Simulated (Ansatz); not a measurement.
## H2O on the 1x1 (110) surface of bcc W, one in a 2x2 cell, started at the site 'bridge W-W (span 2.8 Å)'

Level of theory: r2SCAN, at the PBE geometry (plane waves to 500 eV, PAW; Ansatz, a quantum-chemistry and plane-wave program).

Slab: 19 atoms, 6.6 Å thick at the start under the adsorbate (thin: gaps and levels are the slab's own); k 6x6x1, smearing 0.1 eV, dipole-corrected; single point; no symmetry held, on the structure that PBE left; no spin, no spin-orbit, no U, no dispersion correction. At the end it is bonded to W. In PBE it is, or lies within 0.03 eV of, the lowest of the starts that converged; the order may differ at this level.

```json
{
  "adsorption energy against H2O(g) at the same level": "-0.63 eV",
  "work_function_of_the_top_face": "3.56 eV",
  "change_of_the_work_function": "-1.33 eV",
  "change_of_the_step_from_the_bottom_to_the_top_vacuum_level_against_the_clean_slab": "-1.32 eV",
  "height of the binding atom over the mean of the host atoms within 0.3 Å of the top one": "2.409 Å",
  "nearest_host_atoms_of_the_binding_atom": "W at 2.33 Å, W at 3.63 Å, W at 3.65 Å",
  "note": "in the relaxation the adsorbate left its starting site by 1.3 Å",
  "cost": "roughly 7 core-minutes"
}
```

A negative adsorption energy means that the adsorbate is more stable on the surface than in its reference.
